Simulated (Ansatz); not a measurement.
**GaN: response to strain**

Consider GaN in the wurtzite structure (space group P6_3mc, No. 186).

```
GaN
1.0
    3.18330     0.00000     0.00000
   -1.59165     2.75682     0.00000
    0.00000     0.00000     5.18388
Ga N
2 2
Cartesian
  1.59165   0.91894   0.00512
  0.00000   1.83788   2.59706
  1.59165   0.91894   3.23584
  0.00000   1.83788   0.64390
```

Cartesian axes are those of the cell as printed.

Strains are applied to the cell and any free atomic positions relax; under biaxial strain the out-of-plane vector relaxes too; under stress the whole cell relaxes.

Method: DFT with r2SCAN, PAW potentials and a 500 eV plane-wave cutoff in Ansatz (a first-principles code), no spin-orbit coupling, earlier PAW set.

Notes on the quantities. pressure: mean of the normal stresses, compression positive.

```csv
case,band gap,shortest interatomic distance,electron mass,pressure
base,2.35 eV,1.946 Å,"0.17 mₑ along c, 0.19 mₑ across (at Γ)",0.00 GPa
"biaxial strain −3.37 %, plane normal [001], relaxed out of plane",2.43 eV,1.907 Å,"0.17 mₑ out of plane, 0.22 mₑ in plane (at Γ)",11.40 GPa
"biaxial strain −1.74 %, plane normal [001], relaxed out of plane",2.42 eV,1.925 Å,"0.17 mₑ out of plane, 0.20 mₑ in plane (at Γ)",5.56 GPa
"biaxial strain +0.79 %, plane normal [001], relaxed out of plane",2.27 eV,1.956 Å,"0.17 mₑ out of plane, 0.18 mₑ in plane (at Γ)",-2.30 GPa
"biaxial strain +0.95 %, plane normal [001], relaxed out of plane",2.25 eV,1.956 Å,"0.17 mₑ out of plane, 0.18 mₑ in plane (at Γ)",-2.75 GPa
isotropic strain −0.87 %,2.53 eV,1.929 Å,"0.18 mₑ along c, 0.20 mₑ across (at Γ)",5.44 GPa
isotropic strain −0.69 %,2.50 eV,1.932 Å,"0.18 mₑ along c, 0.20 mₑ across (at Γ)",4.26 GPa
tensor shear ε_xy = −2.34 %,2.20 eV,1.938 Å,"0.17 mₑ along z, 0.19 mₑ across (at Γ)",0.01 GPa
"uniaxial stress, 2 GPa tension along x",2.31 eV,1.947 Å,"0.17 mₑ along z, 0.19 mₑ across (at Γ)",–
"uniaxial stress, 1 GPa compression along x",2.34 eV,1.944 Å,"0.17 mₑ along z, 0.19 mₑ across (at Γ)",–
```

Masses are band curvatures over ±0.01 Å⁻¹ around the edge. Gaps are Kohn–Sham eigenvalue differences; semilocal functionals usually give less than the measured gap. Beyond what the load breaks, stability against distortions was not tested.
